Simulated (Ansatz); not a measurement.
## WC, pressure series

Start from WC (space group P-6m2, No. 187; a = 2.912 Å, c = 2.836 Å).

Cell and atoms are relaxed at each pressure.

The values are results of Ansatz (a first-principles code) r2SCAN, no spin-orbit coupling, not measurements.

```json
[
 {"pressure (GPa)": "-2", "volume per atom (Å³/atom)": "10.468"},
 {"pressure (GPa)": "-1", "volume per atom (Å³/atom)": "10.441"},
 {"pressure (GPa)": "0", "volume per atom (Å³/atom)": "10.415"},
 {"pressure (GPa)": "1.8", "volume per atom (Å³/atom)": "?"},
 {"pressure (GPa)": "9", "volume per atom (Å³/atom)": "10.194"},
 {"pressure (GPa)": "18", "volume per atom (Å³/atom)": "9.995"},
 {"pressure (GPa)": "30", "volume per atom (Å³/atom)": "9.757"},
 {"pressure (GPa)": "45", "volume per atom (Å³/atom)": "9.494"},
 {"pressure (GPa)": "60", "volume per atom (Å³/atom)": "9.263"}
]
```

### Question
Fit the third-order Birch–Murnaghan form P(V) = (3B₀/2)[(V₀/V)^(7/3) − (V₀/V)^(5/3)]·[1 + (3/4)(B₀′ − 4)((V₀/V)^(2/3) − 1)] (squares taken in P) to the rows shown and predict the withheld row.

### Answer
Least squares on the printed values gives V₀ = 10.415 Å³/atom, B₀ = 401 GPa, B₀′ = 4.1; this predicts 10.369 Å³/atom, and the run gives 10.369 Å³/atom, in agreement.

Load acts through the strain it causes; cell and atoms are relaxed under it. Stability against distortions was not tested. No other phases were tried under pressure. All final runs are without spin polarisation.
